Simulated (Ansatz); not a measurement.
Take HgS in the zinc blende structure (space group F-43m, No. 216; a = 5.8119 Å) as the base.

Level of theory: LDA (Ansatz, an electronic-structure program, PAW, scalar-relativistic without spin-orbit coupling).

Strains are applied to the cell and any free atomic positions relax.

One change was made to it. Results:

| quantity | base | after |
|---|---|---|
| pressure | 0.0 GPa | -3.5 GPa |
| energy relative to the base (free energy F) | 0 meV/atom | +17 meV/atom |
| band gap | zero | zero |

**Question.** Name the change that was made.
(A) isotropic strain +2.00 %
(B) isotropic strain +2.50 %
(C) isotropic strain −1.50 %
(D) isotropic strain +1.50 %

**Answer.** A, isotropic strain +2.00 %. For comparison, the energy relative to the base in the other runs: isotropic strain +2.50 % gives +26 meV/atom; isotropic strain +1.50 % gives +9.9 meV/atom; isotropic strain −1.50 % gives +11 meV/atom.

The mesh was chosen for an insulator and is coarse for the gapless case. With Hg present, leaving out spin-orbit coupling can change the band edges. No phonon test of stability was made. All final runs are without spin polarisation. A zero or small gap of HgS can be the functional's error rather than a property of the material.
